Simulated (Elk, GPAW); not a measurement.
An Elk input for a self-consistent single point of ScCd3 (P6_3/mmc, 8 atoms in the cell) (DFT, LDA (PW92), all-electron FP-LAPW, Elk's shipped species files, APW+lo basis with extra local orbitals):

```
tasks
  0

tforce
  .true.

rgkmax
  7.5

gmaxvr
  18.0

lmaxapw
  10

lmaxo
  8

nxlo
  2

lorbcnd
  .true.

lradstp
  2

nrmtscf
  2.0

lmaxi
  4

stype
  0

swidth
  0.00367493

maxscl
  100

scale
  11.76748949

avec
    1.0000000000   -0.0000000502    0.0000000000
   -0.4999999565    0.8660254289    0.0000000000
    0.0000000000    0.0000000000    0.7628847637

atoms
  2
  'Sc.in'
  2
  0.3333333333  0.6666666667  0.2500000000    0.0 0.0 0.0
  0.6666666667  0.3333333333  0.7500000000    0.0 0.0 0.0
  'Cd.in'
  6
  0.8341010000  0.6682010000  0.2500000000    0.0 0.0 0.0
  0.1659010000  0.3318010000  0.7500000000    0.0 0.0 0.0
  0.1659010000  0.8341010000  0.7500000000    0.0 0.0 0.0
  0.8341010000  0.1659010000  0.2500000000    0.0 0.0 0.0
  0.3318010000  0.1659010000  0.2500000000    0.0 0.0 0.0
  0.6682010000  0.8341010000  0.7500000000    0.0 0.0 0.0

ngridk
  4 4 5
```

### Question
Translate this input to GPAW.

### Answer
One input that does it (others would too):

```python
from ase import Atoms
from ase.units import GPa
from gpaw import GPAW, PW

atoms = Atoms(['Sc', 'Sc', 'Cd', 'Cd', 'Cd', 'Cd', 'Cd', 'Cd'],
              cell=[[6.227087, 0.000000, 0.000000],
                    [-3.113543, 5.392816, 0.000000],
                    [0.000000, 0.000000, 4.750550]],
              positions=[[-0.000003, 3.595212, 1.187637],
                         [3.113547, 1.797604, 3.562912],
                         [3.113544, 3.603480, 1.187637],
                         [0.000000, 1.789336, 3.562912],
                         [-1.563932, 4.498148, 3.562912],
                         [4.677476, 0.894668, 1.187637],
                         [1.549611, 0.894668, 1.187637],
                         [1.563933, 4.498148, 3.562912]],
              pbc=True)

calc = GPAW(mode=PW(800),
            xc='LDA',
            kpts={'size': (4, 4, 5), 'gamma': True},
            occupations={'name': 'methfessel-paxton', 'width': 0.1, 'order': 0},
            nbands=-14,
            convergence={'density': 1e-05, 'energy': 1e-05},
            symmetry={'symmorphic': False, 'tolerance': 0.0005},
            maxiter=120)

atoms.calc = calc

energy = atoms.get_potential_energy()
print('Energy (eV):', round(energy, 6))
forces = atoms.get_forces()
print('Forces (eV/Ang):')
print(forces.round(5))
stress = atoms.get_stress()
print('Stress (GPa, Voigt):', (stress / GPa).round(4))
```

Basis settings and potentials, where a program has them, do not carry over. This input uses DFT LDA (Perdew-Wang 92), plane waves, GPAW PAW datasets LDA (gpaw-data 1.0.1). LDA parametrisations can differ slightly between programs.

The starting cell comes from a database of computed structures (which also holds hypothetical and non-ambient phases and stackings), without a prior relaxation at this level. For this run, on top of that: lattice scaled by 0.98.
